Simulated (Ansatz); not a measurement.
Levels about the gap of amorphous Ti20O43Sc2 (65 atoms in a cell of 800 Å³, 3.60 g/cm³; zone centre alone, so wide bands show as single levels with stretches between that a denser mesh fills), at the geometry that PBE relaxed, where it gives 0.9 GPa on a denser mesh. Exact exchange is cut at the faces of this small cell, which leaves a finite-size error. The participation number counts the atoms over which a state spreads; weights are charges in smoothed Voronoi cells. The levels come from a single point, so bond lengths are those of that geometry. Method of the levels: HSE06, scalar-relativistic without spin-orbit coupling (Ansatz, an electronic-structure program). Sampling: the zone centre alone; Fermi-Dirac width 0.02 eV; no spin polarisation.

It comes from a melt-quench run on a machine-learned potential (CHGNet), relaxed afterwards by DFT. O atoms were pushed apart under 1.9 Å during the dynamics, to hinder bonds among them. The hot cell started wider than the set density and was brought back towards it in steps. It is the lowest in DFT energy of 2 quenches. It is a model cell: composition and starting density were chosen by hand, and all elements were melted together. No dispersion term was used. Its density started from a set value of 3.60 and ended at 3.60 g/cm³. The quench (nominally 240 K/ps over its main leg) was far faster than any real one, so the model tends to hold more defects than a real film. A cell of this size samples the disorder only roughly. The volume was held where the preparation left it and the shape relaxed, at a PBE pressure of 0.9 GPa. Stress components on the final sampling reach 0.9 GPa.

```tsv
E - E(highest filled), eV	filling	participation number	largest on	weight O	weight Ti	weight Sc
-0.36	filled	19.4	O, 2 neighbours	0.93	0.07	0.01
-0.31	filled	29.4	O, 2 neighbours	0.92	0.07	0.00
-0.29	filled	18.6	O, 3 neighbours	0.93	0.07	0.00
-0.20	filled	26.7	O, 2 neighbours	0.93	0.07	0.01
-0.13	filled	24.7	O, 2 neighbours	0.93	0.06	0.00
-0.09	filled	20.8	O, 3 neighbours	0.94	0.05	0.01
0.00	filled	16.3	O, 2 neighbours	0.93	0.06	0.00
4.26	empty	12.4	Ti, 5 neighbours	0.20	0.79	0.00
4.28	empty	13.9	Ti, 5 neighbours	0.20	0.79	0.01
4.42	empty	21.7	Ti, 5 neighbours	0.20	0.79	0.01
4.43	empty	14.0	Ti, 5 neighbours	0.19	0.81	0.00
4.54	empty	14.5	Ti, 7 neighbours	0.19	0.80	0.01
4.57	empty	19.0	Ti, 5 neighbours	0.19	0.80	0.01
4.62	empty	24.0	Ti, 5 neighbours	0.19	0.80	0.01
```

Most localised among these is the empty level at +4.26 eV, on a Ti atom, which has 5 neighbours (O 1.78 Å, O 1.95 Å, O 1.95 Å, O 1.96 Å, O 2.07 Å).
